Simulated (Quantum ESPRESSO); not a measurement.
# How a calculation on Ge₂Sb₂Te₅ (P-3m1, 9 atoms in the cell) responds to its settings

```xyz
9
Lattice="4.1761 0.0000 0.0000 -2.0881 3.6166 0.0000 0.0000 0.0000 17.6247" Properties=species:S:1:pos:R:3 pbc="T T T"
Ge     0.0000     0.0000     5.8558
Ge     0.0000     0.0000    11.7689
Sb     0.0000     2.4111     1.9856
Sb     2.0881     1.2055    15.6391
Te     0.0000     0.0000     0.0000
Te     0.0000     2.4111    13.9255
Te     2.0881     1.2055     3.6993
Te     0.0000     2.4111     7.2445
Te     2.0881     1.2055    10.3803
```

Base run A: PBE, PSlibrary PAW (PBE) pseudopotentials (Quantum ESPRESSO), self-consistent single point.

Its settings: ecutwfc = 40 Ry; ecutrho = 240 Ry; occupations = smearing; smearing = fermi-dirac; degauss = 0.0073499 Ry; K_POINTS = automatic 5 5 1 0 0 0; conv_thr = 1e-10 Ry; mixing_beta = 0.7.

The starting cell comes from a database of computed structures (which also holds hypothetical and non-ambient phases and stackings), without a prior relaxation at this level. Its lattice was rescaled by a random factor within 2.5 % of one. In the base run, with a pressure of about 3 GPa the cell is away from its equilibrium volume at this level. The run gives no clean gap (levels at the Fermi energy touch, overlap or are partly filled at this smearing), which alone does not show that the compound is a metal. Without a gap this mesh is coarse (it stands for a supercell whose shortest vector is 18 Å).

ΔF is the free energy per atom less that of run A. 

Runs:
- B: 2 x 1 x 1 supercell, mesh divided and rounded up; K_POINTS: automatic 5 5 1 0 0 0 → automatic 3 5 1 0 0 0
- C: 1 x 2 x 1 supercell, mesh divided and rounded up; K_POINTS: automatic 5 5 1 0 0 0 → automatic 5 3 1 0 0 0
- D: 1 x 1 x 2 supercell, mesh divided and rounded up

| run | ΔF (meV/atom) | pressure (GPa) | largest force (eV/Å) | k-points | valence electrons |
|---|---|---|---|---|---|
| A | 0.00 | 3.05 | 0.348 | 5 | 48 |
| B | 5.9 | 3.17 | 0.365 | 8 | 96 |
| C | 5.9 | 3.17 | 0.365 | 8 | 96 |
| D | 2.2 | 3.16 | 0.335 | 5 | 96 |

Run C against A: The free energy goes up by 5.9 meV/atom, the pressure goes from 3.05 to 3.17 GPa and the largest force goes from 0.348 to 0.365 eV/Å.

Run D against A: The free energy goes up by 2.2 meV/atom, the pressure goes from 3.05 to 3.16 GPa and the largest force goes from 0.348 to 0.335 eV/Å.
